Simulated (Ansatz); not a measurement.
Start from AlN (space group P6_3/mmc, No. 194; a cell from a computed database, its experimental status unchecked).

```
AlN
1.0
    3.30159     0.00000     0.00000
   -1.65079     2.85926     0.00000
    0.00000     0.00000     4.14100
Al N
2 2
Direct
  0.33333   0.66667   0.75000
  0.66667   0.33333   0.25000
  0.33333   0.66667   0.25000
  0.66667   0.33333   0.75000
```

Cartesian axes are those of the cell as printed.

Level of theory: Ansatz (an electronic-structure program) PBEsol, no SOC.

Strains are applied to the cell and any free atomic positions relax; under biaxial strain the out-of-plane vector relaxes too; under stress the whole cell relaxes.

One change was made to it. Results:

| quantity | base | after |
|---|---|---|
| band gap | 3.32 eV | 3.34 eV |
| hole mass | 0.28 mₑ along c, 0.91 mₑ across (at Γ) | 0.28 mₑ along z, 0.91 mₑ across (at Γ) |

Which of these changes matches the shifts?
A) biaxial strain −2.03 %, plane normal [001], relaxed out of plane
B) uniaxial strain ε_xx = +1.45 %
C) uniaxial stress, 0.5 GPa compression along z
D) uniaxial strain ε_zz = −1.96 %

C, uniaxial stress, 0.5 GPa compression along z. For comparison, the band gap in the other runs: biaxial strain −2.03 %, plane normal [001], relaxed out of plane gives 3.40 eV; uniaxial strain ε_xx = +1.45 % gives 3.24 eV; uniaxial strain ε_zz = −1.96 % gives 3.51 eV.

Masses are band curvatures over ±0.01 Å⁻¹ around the edge. Stability under load was not tested beyond the relaxation. This is not the structure that AlN has at room temperature and ambient pressure.
